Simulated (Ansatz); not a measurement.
## Nb2GaC, response to strain

Consider Nb2GaC (space group P6_3/mmc, No. 194; a cell from a computed database, its experimental status unchecked).

```
Nb2GaC
1.0
    3.11767     0.00000     0.00000
   -1.55884     2.69998     0.00000
    0.00000     0.00000    13.48127
Nb Ga C
4 2 2
Direct
  0.66667   0.33333   0.91031
  0.33333   0.66667   0.08969
  0.33333   0.66667   0.41031
  0.66667   0.33333   0.58969
  0.66667   0.33333   0.25000
  0.33333   0.66667   0.75000
  0.00000   0.00000   0.00000
  0.00000   0.00000   0.50000
```

Cartesian axes are those of the cell as printed.

Strains are applied to the cell and any free atomic positions relax; under biaxial strain the out-of-plane vector relaxes too; under stress the whole cell relaxes.

The values are results of PBEsol/PAW in Ansatz (an electronic-structure program), scalar-relativistic without spin-orbit coupling, not measurements.

```json
[
 {"case": "base", "space group": "P6_3/mmc (No. 194)", "shortest interatomic distance": "216.8 pm"},
 {"case": "biaxial strain +0.25 %, plane normal [001], relaxed out of plane", "space group": "P6_3/mmc (No. 194)", "shortest interatomic distance": "217.0 pm"},
 {"case": "tensor shear ε_yz = −1.36 %", "space group": "C2/m (No. 12)", "shortest interatomic distance": "215.7 pm"},
 {"case": "uniaxial stress, 5 GPa tension along x", "space group": "Cmcm (No. 63)", "shortest interatomic distance": "___"}
]
```

### Question
Some entries are withheld; estimate them.

### Answer

- uniaxial stress, 5 GPa tension along x, shortest interatomic distance: 216.2 pm

Without a gap, meshes like the base's 17×17×4 leave anisotropic stresses uncertain by several tenths of a GPa, and small strain energies with them. Beyond what the load breaks, stability against distortions was not tested. The final runs are not spin-polarised.
